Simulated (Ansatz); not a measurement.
TaAg (model structure, Pmma, No. 51, 4 atoms in the cell), treated with r²SCAN (Ansatz, a program for electronic structure, plane waves, PAW).

Numerical settings: plane-wave cutoff 560 eV, 12×18×12 k mesh (along the axes of the cell as run), Fermi–Dirac smearing 0.05 eV, no spin polarisation, scalar-relativistic PAW data made under PBE.

Cell (relaxed at this level):

```
CELL_PARAMETERS angstrom
      4.73882     0.00000     0.00000
      0.00000     2.76438     0.00000
      0.00000     0.00000     5.28152
ATOMIC_POSITIONS crystal
  Ag 0.25000 0.00000 0.85439
  Ag 0.75000 0.00000 0.14561
  Ta 0.25000 0.50000 0.35104
  Ta 0.75000 0.50000 0.64896
```

**Question.** What does this level give for the bulk modulus?

**Answer.** 
- bulk modulus: 164 GPa

The run finds no gap.

Note: the bulk modulus is −V dP/dV from two relaxed cells at ±2 % in volume; the relaxation could raise the start's symmetry but not lower it, so the cell can be a saddle point.

Spin–orbit coupling is not included.

Computed values are for the static lattice.

A model structure was made by putting elements into a prototype or built by hand; it is no filed structure, need not be a known phase, and can be a saddle point held by its symmetry.
